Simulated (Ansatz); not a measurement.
Input and output of a self-consistent single point for K (Im-3m, 1 atom in the cell) (Ansatz, a program for electronic structure).

Computed with PBE (plane waves, PAW; Ansatz).

```
K
1.0
   -2.65320     2.65320     2.65320
    2.65320    -2.65320     2.65320
    2.65320     2.65320    -2.65320
K
1
Cartesian
  0.00000   0.00000   0.00000
```

Reference input (self-consistent single point, DFT, PBE, plane waves, default PAW files): basis.ecutwfc = 420 eV; kpoints.mp_grid.grid = 9 9 9; hamiltonian.xc = pbe; hamiltonian.pseudopotentials = {kind: paw} (the program's default PAW files); scf.occupations.method = fermi_dirac; scf.occupations.width = 0.1 eV. This run's input differs from it in these lines:

Ansatz 0.2 input:
```diff
@@ -10,3 +10,3 @@
 kpoints:
-  mp_grid: { grid: [9, 9, 9] }
+  mp_grid: { grid: [15, 15, 15] }
 hamiltonian:
@@ -15,3 +15,3 @@
 scf:
-  occupations: { method: fermi_dirac, width: 0.1 }
+  occupations: { method: cold, width: 0.5 }
 output:
```

Output (repeated stretches shortened):

```
SCF iter   1: F=—  HF=-1537.788316 eV  |F-HF|=—  |Δ(HF+E_count)|=         —  Δρ=3.18e-4  dr2=3.98e-5  ethr=1.77e-3  ⟨swp⟩=4.8  Hψ=7300  notcnv=0
all-band conjugate gradients solve this SCF's bands
preconditioner: auto → Kerker (q_TF=auto, 1.917 Å⁻¹)
SCF iter   2: F=—  HF=-1537.788108 eV  |F-HF|=—  |Δ(HF+E_count)|=   2.08e-4  S|Δr|=    0.00e0  Δρ=2.43e-4  dr2=4.42e-5  ethr=4.43e-7  ⟨swp⟩=2.1  Hψ=2660  notcnv=0
SCF iter   3: F=—  HF=-1537.788182 eV  |F-HF|=—  |Δ(HF+E_count)|=   7.37e-5  S|Δr|=    0.00e0  Δρ=9.06e-5  dr2=7.53e-6  ethr=4.43e-7  ⟨swp⟩=2.1  Hψ=1544  notcnv=0
SCF iter   4: F=—  HF=-1537.788201 eV  |F-HF|=—  |Δ(HF+E_count)|=   1.97e-5  S|Δr|=    0.00e0  Δρ=3.94e-5  dr2=9.22e-7  ethr=8.37e-8  ⟨swp⟩=2.0  Hψ=1567  notcnv=0
SCF iter   5: F=—  HF=-1537.788202 eV  |F-HF|=—  |Δ(HF+E_count)|=   3.84e-7  S|Δr|=    0.00e0  Δρ=1.50e-5  dr2=1.39e-7  ethr=1.02e-8  ⟨swp⟩=1.6  Hψ=1160  notcnv=0
SCF iter   6: F=-1537.788202 eV  HF=-1537.788202 eV  |F-HF|=7.98e-11  |Δ(HF+E_count)|=   1.69e-8  S|Δr|=    0.00e0  Δρ=1.78e-6  dr2=2.47e-9  ethr=1.11e-9  ⟨swp⟩=4.4  Hψ=4760  notcnv=0
SCF 1 converged in 6 iterations: F = -1537.788202 eV  dr2 = 2.47e-9
Stability not checked (fill_not_monotonic)
Free energy (F): -1537.788202 eV
Internal energy: -1537.775140 eV  (E = F + TS)
E sigma→0 (E₀):  -1537.783848 eV
Entropy (-TS):   -0.013062 eV (-13.062 meV/atom)
Fermi energy:    1.706554 eV
--- Forces (eV/Å), atoms counted from 1 ---
  atom   1  K     -0.00000000     0.00000000     0.00000000
--- Stress (GPa, compression-positive) ---
       -0.043918      -0.000000       0.000000
        0.000000      -0.043918      -0.000000
       -0.000000      -0.000000      -0.043918
  P = ⅓ Tr σ = -0.0439 GPa (-0.439 kbar)
  The stress holds the Pulay correction. Without it, at fixed plane waves, as pw.x and ABINIT print it: P = -0.0442 GPa
```

The run converged in 6 iterations. Against the reference run the free energy rises by 10.0 meV/atom and the pressure stays at -0.04 GPa.

The starting cell has typed, rounded lattice constants, without a prior relaxation at this level. Its lattice was rescaled by up to half a per cent. Ansatz's pressure includes its estimate of the finite-basis (Pulay) stress.
